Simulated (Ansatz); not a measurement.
The parent structure is YN in the rock salt structure (space group Fm-3m, No. 225; a = 4.856 Å). Axes: x, y, z lie along the cube axes.

The values are results of PBEsol in Ansatz (plane waves to 420 eV, PAW, no spin-orbit coupling), not measurements.

Base values:

| Quantity | Value |
|---|---|
| Band gap | 0.08 eV |
| Pressure | 0.0 GPa |
| Shortest interatomic distance | 2.428 Å |

Perturbation: the symmetric strain tensor [-0.0227 -0.0085 0.0054; -0.0085 -0.0145 0.0039; 0.0054 0.0039 0.0138]; the atoms relax in the strained cell.

Q: What does the calculation give for the band gap, energy relative to the base, pressure and shortest interatomic distance after the change?

A: The band gap goes from 0.08 eV to zero; the energy increases by 17 meV/atom; the pressure (mean of the normal stresses, compression positive) goes from zero to 4.7 GPa; the shortest interatomic distance falls by 0.055 Å (2.428 Å → 2.373 Å).

A case with no gap was solved on a k-mesh chosen for an insulator, which is coarse for it. Stability against distortions was not tested. All final runs are without spin polarisation. A zero or small gap of YN can be the functional's error rather than a property of the material.

Ansatz is a first-principles code.
